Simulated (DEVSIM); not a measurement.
**abrupt Si n-p junction**

System: abrupt Si n-p junction, at 250 K.

```tsv
layer (left to right)	material	thickness (μm)	Nd (cm⁻³)	Na (cm⁻³)	τn (s)	τp (s)
1	Si	19.0	1.1e15	-	1.5e-6	1.5e-6
2	Si	0.0700	-	4.9e15	1.5e-6	1.5e-6
```

Left contact: ohmic. Right contact: ohmic. Voltage is applied to the left contact. Recombination: SRH at mid-gap, radiative, Auger. Mobility is constant in doping.

This is a model device: material constants are rounded textbook-type values typed into the input, and sizes, dopings and lifetimes were drawn at random. Values at 300 K; Nc and Nv go as T^1.5, mobilities as T to minus their exponent, the gap by Varshni's rule with the affinity fixed.

```tsv
parameter	Si
gap (eV)	1.124
affinity (eV)	4.05
permittivity	11.7
Nc (cm⁻³)	2.86e19
Nv (cm⁻³)	3.1e19
μn (cm²/Vs)	1417
μp (cm²/Vs)	470
T exponent of μn	2.3
T exponent of μp	2.2
B (cm³/s)	4.7e-15
Cn (cm⁶/s)	2.8e-31
Cp (cm⁶/s)	9.9e-32
Varshni α (eV/K)	0.000473
Varshni β (K)	636
```

Simulated with DEVSIM: 1D drift-diffusion, Boltzmann statistics, complete ionisation; no tunnelling, impact ionisation, image-force lowering or self-heating.

```
Item                                               Result
---------------------------------------------  ----------
Potential step across the device at zero bias     0.740 V
Largest field in the device at zero bias       15000 V/cm
Dark forward voltage at 1 A/cm²                   0.585 V
Dark forward voltage at 100 A/cm²                 1.053 V
```

Small-signal capacitance in reverse bias (quasi-static):

```tsv
V (V)	C (nF/cm²)
0.04	10.9
0.1	10.5
0.2	9.88
0.3	9.39
0.4	8.96
0.6	8.26
0.8	7.71
1	7.25
1.3	6.69
1.6	6.25
2	5.77
```

Dark reverse current:

```csv
V (V),J (A/cm²)
0.04,2.9e-11
0.10,5.4e-11
0.20,8.8e-11
0.30,1.2e-10
0.40,1.5e-10
0.60,2.0e-10
0.80,2.4e-10
1.00,2.9e-10
1.30,3.4e-10
1.60,4.0e-10
2.00,4.6e-10
```
